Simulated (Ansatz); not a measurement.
Functionals compared on Cl on the 1x1 (101) surface of anatase TiO2 (cut with top plane O), one in a 2x1 cell, started at the site 'top O', in Ansatz (plane waves, PAW). The structure was relaxed with PBE; the other rows are single points on it, each with its references at the same level. Cutoff 420 eV (500 eV for r2SCAN). The points keep PBE's geometry, so the relaxation of a polaron and the settling of charge on one site are left out.

Host crystal: anatase TiO2, with a band gap (PBE, scalar-relativistic without spin-orbit coupling).

Model: 37-atom slab, 9.4 Å thick at the start under the adsorbate (thin: gaps and levels are the slab's own), 3x4x1 mesh, Fermi-Dirac 0.01 eV, dipole correction, 14 atoms held, the rest relaxed; no symmetry held; spin-polarised, ending with about 1.0 μB a cell; orders that need a larger cell were not tried, no spin-orbit, no U, no dispersion correction. At the end it is bonded to Ti. In PBE it is, or lies within 0.03 eV of, the lowest of the starts that converged. These notes are the PBE run's. r2SCAN: The program's check for a lower electronic state was not made. Adsorption energies are against ½ Cl2(g). A negative adsorption energy means that the adsorbate is more stable on the surface than in its reference.

```json
[
 {"functional": "PBE", "adsorption energy (eV)": "0.92", "gap of the slab on its k-mesh (eV)": "0.92", "highest filled level below the top vacuum level (eV)": "7.83", "magnetic moment of the cell (μB)": "1.00", "rough cost of the single point": "–"},
 {"functional": "RPBE", "adsorption energy (eV)": "1.05", "gap of the slab on its k-mesh (eV)": "0.95", "highest filled level below the top vacuum level (eV)": "7.75", "magnetic moment of the cell (μB)": "1.00", "rough cost of the single point": "about 5 core-minutes (a rough figure)"},
 {"functional": "r2SCAN", "adsorption energy (eV)": "[?]", "gap of the slab on its k-mesh (eV)": "[?]", "highest filled level below the top vacuum level (eV)": "[?]", "magnetic moment of the cell (μB)": "1.00", "rough cost of the single point": "roughly 7 core-minutes"}
]
```

**Question.** Complete the blanks.

**Answer.** 
- r2SCAN, adsorption energy (eV): 0.74
- r2SCAN, gap of the slab on its k-mesh (eV): 1.40
- r2SCAN, highest filled level below the top vacuum level (eV): 8.13

Ansatz is an electronic-structure program.
